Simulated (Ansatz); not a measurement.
A computed series for WC: response to strain

The reference is WC (space group P-6m2, No. 187; relaxed with 0.1 eV smearing).

```
WC
1.0
    2.91308     0.00000     0.00000
   -1.45654     2.52280     0.00000
    0.00000     0.00000     2.83585
W C
1 1
Direct
  0.00000   0.00000   0.00000
  0.66667   0.33333   0.50000
```

Strains are applied to the cell and any free atomic positions relax.

Level of theory: plane-wave PAW DFT at the r2SCAN level (Ansatz, a first-principles code, 500 eV), no spin-orbit coupling, earlier PAW set.

Notes on the quantities. energy relative to the base: free energy F.

| isotropic strain (%) | energy relative to the base (meV/atom) |
|---|---|
| -0.59 | 4.2 |
| -0.52 | ? |
| 0 | 0.0 |
| 2.58 | 72.7 |
| 5.47 | 298.5 |

Q: Fit ΔE = Aε² + Bε³ (ε in %) to the rows shown and predict the withheld row.

A: Least squares on the printed values gives A = 11.8 and B = -0.33 meV/atom (largest residual 0.0 meV/atom); this predicts 3.2 meV/atom, and the run gives 3.3 meV/atom, in agreement.

Stability against distortions was not tested. The final runs are not spin-polarised.
